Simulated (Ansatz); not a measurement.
# Effective masses and thermopower of Ge under load (space group R-3m)

Here is the system:

```
Ge
1.0
    0.06316     2.83408     2.83408
    2.83408     0.06316     2.83408
    2.83408     2.83408     0.06316
Ge
2
Direct
  0.00158   0.00158   0.00158
  0.24842   0.24842   0.24842
```

Calculation: r2SCAN with spin-orbit coupling, rigid bands (plane waves, PAW; Ansatz, a quantum-chemistry and plane-wave program). Condition of this run: biaxial stress in (111) of 4.2 GPa (compression positive) (the target of the relaxation). Geometry: cell and atoms relaxed with PBEsol, then loaded as said.

- band gap = 0.21 eV
- electron conductivity mass (300 K, dilute) = 0.126 mₑ
- effective density of states N_c (300 K) = 8.2e18 cm⁻³
- density-of-states mass, electrons = 0.47 mₑ
- Seebeck coefficient, n-type 1e19 cm⁻³, 300 K = -205 μV/K

Rigid bands; masses and Seebeck coefficients take one relaxation time τ for all states and one kind of carrier; polarons and phonon drag are left out. Geometry: cell and atoms relaxed with PBEsol.
